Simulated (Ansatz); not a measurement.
Results of r²SCAN-D4 (Ansatz, an electronic-structure program, plane waves, PAW) for 1T (CdI2-type) FeI2.

Run with plane-wave cutoff 500 eV, 12×12×6 k mesh (along the axes of the cell as run), gaussian smearing 0.02 eV, spin-polarised start, scalar-relativistic PAW data made under PBE.

Cell (relaxed at this level):

```
CELL_PARAMETERS angstrom
      4.03965     0.00000     0.00000
     -2.01982     3.49844     0.00000
      0.00000     0.00000     6.82120
ATOMIC_POSITIONS crystal
  Fe 0.00000 0.00000 0.00000
  I  0.33333 0.66667 0.23604
  I  0.66667 0.33333 0.76396
```

Task: Give the computed band gap.

Result: 
- band gap: 0.65 eV (on the SCF k mesh)

Note: the magnetic order was assumed, not searched for or taken from measurement; a magnet's gap depends somewhat on the PAW data.

Spin–orbit coupling is not included; with these elements it can move the gap by several tenths of an eV or more.
